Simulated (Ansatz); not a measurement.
Structures of equal composition on the (0001) surface of wurtzite ZnO (Zn plane on top): 2x2 Al adatom at H3; 2x2 Al adatom at T4. The slabs share one bottom face, and each structure is named by its start. These are constructed structures in small cells; real faces may alloy, dewet or reconstruct in larger ones, and not all known structures of the face are among them. Slabs of about 14 Å with all that they carry, Fermi-Dirac smearing of 0.025 eV. Bottom of the slabs: H caps. Relaxed from the named starts with such symmetry as they have, on meshes of like density; energies extrapolated to zero smearing; no spin-orbit coupling, no U. Spin-polarised runs, if any, are marked in brackets, and their order is one that fits the cell; the others ran without spin. Where a second, spin-polarised start was run, the lower counts.

Host crystal: wurtzite ZnO, with a band gap (PBE, scalar-relativistic without spin-orbit coupling).

The numbers are results of PBE (plane waves to 420 eV, PAW; Ansatz, a first-principles code), not measurements.

**Question.** Rank these by energy per 1x1 cell (lowest first), as PBE gives it.

**Answer.** 2x2 Al adatom at T4 (0.000 eV (1 Al–O bonds formed; 1 O–Zn bonds broke) [spin, 0.8 μB a cell], no gap over 0.04 eV on the mesh), 2x2 Al adatom at H3 (0.116 eV [spin start, no net moment], no gap over 0.04 eV on the mesh)
